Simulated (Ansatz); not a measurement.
Start from Sn in the diamond structure (space group Fd-3m, No. 227; a = 6.569 Å).

All numbers come from r2SCAN (Ansatz, a first-principles code, PAW, no spin-orbit coupling), earlier PAW set.

Before the change:

| Item | Value |
|---|---|
| Band gap | zero |
| Pressure | 0.0 GPa |

Perturbation: the cell is scaled by 1.0121 in all directions; the atoms relax in the strained cell.

Task: What does the calculation give for the energy relative to the base after the change?

Result: The energy grows by 6.0 meV/atom.

Task: What does the calculation give for the band gap after the change?

Result: The band gap stays zero.

Task: What does the calculation give for the pressure after the change?

Result: The pressure goes from zero to -1.4 GPa.

Stability against distortions was not tested.
